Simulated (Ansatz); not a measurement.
Given:

End structure of Cl on the 1x1 (111) surface of fcc Ag, one in a 2x2 cell, started at the site 'hollow Ag-Ag-Ag over Ag at depth 2.4 Å':

```xyz
17
Lattice="5.8668 0.0000 0.0000 -2.9334 5.0808 0.0000 0.0000 0.0000 26.5000" Properties=species:S:1:pos:R:3 pbc="T T T"
Ag     0.0000     1.6936     9.6916
Ag    -1.4667     4.2340     9.6916
Ag     2.9334     1.6936     9.6916
Ag     1.4667     4.2340     9.6916
Ag     1.4667     0.8468    12.0709
Ag     0.0000     3.3872    12.0709
Ag     4.4001     0.8468    12.0709
Ag     2.9334     3.3872    12.0709
Ag     0.0000     0.0000    14.4219
Ag    -1.4598     2.5444    14.4457
Ag     2.9334    -0.0079    14.4457
Ag     1.4598     2.5444    14.4457
Ag     0.0000     1.7218    16.8179
Ag    -1.4423     4.2199    16.8179
Ag     2.9334     1.6936    16.7519
Ag     1.4423     4.2199    16.8179
Cl     0.0000     0.0000    18.8313
```

Slab: 17 atoms, 7.1 Å thick at the start under the adsorbate (thin: gaps and levels are the slab's own); k 6x6x1, smearing 0.1 eV, dipole-corrected; 8 atoms held, the rest relaxed; start symmetry kept, larger cells not searched; no spin, no spin-orbit, no U, no dispersion correction. At the end it is bonded to 3 Ag. In PBE it is, or lies within 0.03 eV of, the lowest of the starts that converged.

A negative adsorption energy means that the adsorbate is more stable on the surface than in its reference.

Question: What is the computed change of the step from the bottom to the top vacuum level, against the clean slab (Ansatz (a quantum-chemistry and plane-wave program) with PBE)?

Answer: 1.14 eV

Question: Estimate the work function of the top face that PBE returns for this input.

Answer: 5.61 eV

Question: Give the adsorption energy against ½ Cl2(g) at the level PBE.

Answer: -1.49 eV

Question: Give the change of the work function at the level PBE.

Answer: 1.16 eV
